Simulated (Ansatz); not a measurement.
Point defect C vacancy + 4 H in diamond

Level of theory: PBE, PAW (plane waves to 420 eV; Ansatz, a program for electronic structure). Set-up: 64-site cell; 2×2×2 shifted k-points; start: the C site; 4 H on the vacancy's neighbours; not converged in cell size; relaxed from one start, so a lower configuration may exist.

Neighbours after relaxation, in Å: of the emptied site: H 0.76, H 0.77, H 0.77, H 0.77; of the H atom: C 1.03, H 1.24, H 1.25, H 1.26; of the H atom: C 1.03, H 1.25, H 1.25, H 1.26.

Formation energies E_f are those of the neutral cell. Chemical conditions: impurity bounded by its compound with the host (Δμ(C) = 0.14 eV, Δμ(H) = -0.35 eV, bounded by CH4 molecule; only phases computed here count, gases as isolated molecules at 0 K). Reference phases: C: graphite, H: H2 molecule in a box.

| charge | moment (μB) | point group | largest move off a lattice site (Å) | E_f, impurity bounded by its compound with the host (eV) |
|---|---|---|---|---|
| 0 | not spin-polarised | near S4 | 0.20 | 6.39 |

Point groups are those of the whole cell at tolerances of 0.03 and 0.1 Å ("near" where only the looser one holds); none is given for unsettled states.
